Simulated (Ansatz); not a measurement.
The cell is built on a prototype and need not be the phase stable at ambient conditions.

By PBEsol, the system below comes out a metal.

Without scattering a metal conducts by its projected Fermi surface.

Data:

```
HfGe
1.0
    3.44192     0.00000     0.00000
    0.00000     3.44192     0.00000
    1.72096    -1.72096     6.80041
Hf Ge
2 2
Direct
  0.24261   0.75739   0.51478
  0.49261   0.00739   0.01478
  0.84139   0.15861   0.31722
  0.09139   0.40861   0.81722
```

Space group of this cell: I4_1md. The cell was relaxed by PBE-D3(BJ); by PBEsol its mean pressure is -1.0 GPa.

The current flows along the normal of the first two printed cell vectors. No spin-orbit coupling; the value is a mean over 0.1 eV about the Fermi level.

**Question.** Predict the ballistic conductance per area from PBEsol in Ansatz (a first-principles code).

**Answer.** 0.18 × 10¹⁵ S/m² for both spins.
